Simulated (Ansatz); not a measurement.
Output of an Ansatz run (abridged):

```
WARN basis.ecutwfc = 420 eV, the default
WARN ansatz: RAYON_NUM_THREADS=1 ignored (pool sized by the plan → 1); use --threads N
Pseudopotentials: kind: paw
Pseudopotential: Zr, paw, valence charge 12
Pseudopotential: As, paw, valence charge 15
Crystal: 6 atoms, lattice volume = 148.323 Å³
Basis set: ecut = 420 eV, 2879 PW (Γ), exchange–correlation on 64×64×96 points (8 copies of the dense FFT grid, shifted against one another)
Bands: 47, of which v1, the nominal top of the filled ones, is band 39 counted from 1 (38 counted from 0)
Symmetry: 16 space group operations
Space group: P4/nmm (ITA 129), of the structure as read, at distance tolerance 5.3e-5 Å
k-points: 12 of 144
PAW frozen core: Zr, regenerated for the run's functional, and the local potential with it
PAW frozen core: As, regenerated for the run's functional, and the local potential with it
Initial density: superposition of atomic densities (neutral atoms: chi_scale 0, normalization atom), corrected by the library's trained network
Initial wavefunctions: pseudopotential atomic-orbital guess
Eigensolver: davidson
Functional: x = revpbe(κ = 1.245, μ = 0.2195149727645171), c = pbe(β = 0.06672455060314922)
SCF iter   1: F=—  HF=-26476.090332 eV  |F-HF|=—  |Δ(HF+E_count)|=         —  Δρ=5.28e-3  dr2=1.18e-1  ethr=1.77e-3  ⟨swp⟩=5.9  Hψ=2132  notcnv=0
all-band conjugate gradients solve this SCF's bands
preconditioner: auto → Kerker (q_TF=auto, 2.451 Å⁻¹)
SCF iter   2: F=—  HF=-26476.081370 eV  |F-HF|=—  |Δ(HF+E_count)|=   8.96e-3  S|Δr|=    0.00e0  Δρ=2.85e-3  dr2=3.28e-2  ethr=1.52e-4  ⟨swp⟩=1.1  Hψ=661  notcnv=0  defer=3
preconditioner: auto → Resta (q_TF=auto, 2.451 Å⁻¹)
SCF iter   3: F=—  HF=-26476.079739 eV  |F-HF|=—  |Δ(HF+E_count)|=   1.63e-3  S|Δr|=    0.00e0  Δρ=5.35e-4  dr2=5.08e-4  ethr=4.21e-5  ⟨swp⟩=2.0  Hψ=710  notcnv=0  defer=3
SCF iter   4: F=—  HF=-26476.079715 eV  |F-HF|=—  |Δ(HF+E_count)|=   2.42e-5  S|Δr|=    0.00e0  Δρ=2.45e-4  dr2=1.29e-4  ethr=6.52e-7  ⟨swp⟩=2.0  Hψ=968  notcnv=0  defer=3
SCF iter   5: F=—  HF=-26476.079687 eV  |F-HF|=—  |Δ(HF+E_count)|=   2.73e-5  S|Δr|=    0.00e0  Δρ=7.71e-5  dr2=1.60e-5  ethr=1.65e-7  ⟨swp⟩=2.0  Hψ=965  notcnv=0  defer=3
SCF iter   6: F=—  HF=-26476.079702 eV  |F-HF|=—  |Δ(HF+E_count)|=   1.47e-5  S|Δr|=    0.00e0  Δρ=2.35e-5  dr2=1.37e-6  ethr=2.05e-8  ⟨swp⟩=2.0  Hψ=973  notcnv=0  defer=5
SCF iter   7: F=-26476.079702 eV  HF=-26476.079702 eV  |F-HF|=3.14e-9  |Δ(HF+E_count)|=   1.83e-8  S|Δr|=    0.00e0  Δρ=6.44e-6  dr2=8.42e-8  ethr=1.28e-10  ⟨swp⟩=8.4  Hψ=2556  notcnv=0
SCF 1 converged in 7 iterations: F = -26476.079702 eV  dr2 = 8.42e-8
SCF converged after 7 iterations
Stability not checked (fill_not_monotonic)
Free energy (F): -26476.079702 eV
Harris-Foulkes:  -26476.079702 eV  (|F-HF|=3.14e-9)
Internal energy: -26476.076182 eV  (E = F + TS)
E sigma→0 (E₀):  -26476.078529 eV
Entropy (-TS):   -0.003520 eV (-0.587 meV/atom)
Fermi energy:    11.592521 eV
--- Per-component energies (eV) ---
  E_band       = -929.313290
  E_kinetic    = 1530.164355
  E_local      = -6496.327409  (includes V_loc(G=0)·N_el)
  E_nonlocal   = -1021.163093
  E_hartree    = 2915.340357
  E_xc         = -801.441675
  E_vxc        = -916.188468  (∫ρ·V_xc dr)
  E_paw        = -15515.233835  (= ΣΔE_a)
  E_vpaw       = 143.527718  (= ΣTr[D̂ρ^β])
  E_aug_tail   = 0.000114  (compensation charges beyond the density's cutoff)
  E_ewald      = -7086.854841
  E_core_change = -0.560154  (= ΣΔE_core)
  E_smearing   = -0.003520  (= −TS)
  E_closure    = 0.000000  (closes the sum)
  Σ components = -26476.079702   (vs F -26476.079702, Δ=0.00e0)
--- Forces (eV/Å), atoms counted from 1 ---
  atom   1  Zr     0.00000000     0.00000000    -0.00000000
  atom   2  Zr     0.00000000     0.00000000     0.00000000
  atom   3  Zr     0.00000000     0.00000000     3.43561808
  atom   4  Zr     0.00000000     0.00000000    -3.43561808
  atom   5  As     0.00000000     0.00000000     0.81630981
  atom   6  As     0.00000000     0.00000000    -0.81630981
  max |Σ_I F_I| component: 4.44e-16 eV/Å
--- Stress (GPa, compression-positive) ---
       -8.718620       0.000000       0.000000
        0.000000      -8.718620       0.000000
        0.000000       0.000000       2.765115
  P = ⅓ Tr σ = -4.8907 GPa (-48.907 kbar)
  The stress holds the Pulay correction. Without it, at fixed plane waves, as pw.x and ABINIT print it: P = -4.9078 GPa
--- Band table (eV; the first three rows and the last of 12) ---
  k-point 0: bands = ["-37.7106", "-37.6989", "-36.8267", "-36.7640", "-23.9781", "-23.9779", "-23.9763", "-23.9762", "-23.9585", "-23.9585", "-23.9582", "-23.9582", "-23.9534", "-23.9533", "-15.8985", "-15.8864", "-15.8212", "-15.8151", "-15.7807", [...]
  k-point 1: bands = ["-37.7102", "-37.6992", "-36.8267", "-36.7640", "-23.9781", "-23.9779", "-23.9764", "-23.9762", "-23.9585", "-23.9584", "-23.9582", "-23.9582", "-23.9534", "-23.9533", "-15.8963", "-15.8836", "-15.8241", "-15.8168", "-15.7850", [...]
  k-point 2: bands = ["-37.7075", "-37.6990", "-36.8198", "-36.7738", "-23.9781", "-23.9780", "-23.9762", "-23.9762", "-23.9585", "-23.9584", "-23.9582", "-23.9582", "-23.9534", "-23.9533", "-15.8969", "-15.8662", "-15.8445", "-15.8209", "-15.7855", [...]
  k-point 11: bands = ["-37.6993", "-37.6985", "-36.8032", "-36.7987", "-23.9780", "-23.9780", "-23.9760", "-23.9760", "-23.9586", "-23.9585", "-23.9581", "-23.9581", "-23.9533", "-23.9533", "-15.9232", "-15.9168", "-15.8302", "-15.8292", [...]
```

The structure:

```xyz
6
Lattice="4.5980 0.0000 0.0000 0.0000 4.5980 0.0000 0.0000 0.0000 7.0158" Properties=species:S:1:pos:R:3 pbc="T T T"
Zr     0.0000     0.0000     0.0000
Zr     2.2990     2.2990     0.0000
Zr     2.2990     0.0000     1.8943
Zr     0.0000     2.2990     5.1215
As     2.2990     0.0000     4.9111
As     0.0000     2.2990     2.1047
```

**Question.** Reconstruct the input of this run.

**Answer.** Other spellings and defaults could give the same log, and not every line can be read from it. The input that was run (DFT, revPBE, plane waves, default PAW files made with PBE):

Ansatz 0.2 input:
```yaml
crystal:
  lattice:
    - [4.597966, 0.000000, 0.000000]
    - [0.000000, 4.597966, 0.000000]
    - [0.000000, 0.000000, 7.015788]
  atoms:
    - { symbol: Zr, position: [0.000000, 0.000000, 0.000000] }
    - { symbol: Zr, position: [0.500000, 0.500000, 0.000000] }
    - { symbol: Zr, position: [0.500000, 0.000000, 0.270000] }
    - { symbol: Zr, position: [0.000000, 0.500000, 0.730000] }
    - { symbol: As, position: [0.500000, 0.000000, 0.700000] }
    - { symbol: As, position: [0.000000, 0.500000, 0.300000] }
kpoints:
  mp_grid: { grid: [6, 6, 4], shift: [0.5, 0.5, 0.5] }
hamiltonian:
  xc: revpbe
  pseudopotentials: { kind: paw }
scf:
  occupations: { method: cold, width: 0.05 }
output:
  forces: true
  eigenvalues: true
  stress: true
```

The starting cell was generated: these elements placed on a structure prototype, without a prior relaxation; it need not be a known phase or ordering of this composition. With a pressure of about -5 GPa the cell is away from its equilibrium volume at this level. Forces in this geometry exceed 1 eV/Å. Ansatz's pressure includes its estimate of the finite-basis (Pulay) stress.

Ansatz is a first-principles code.
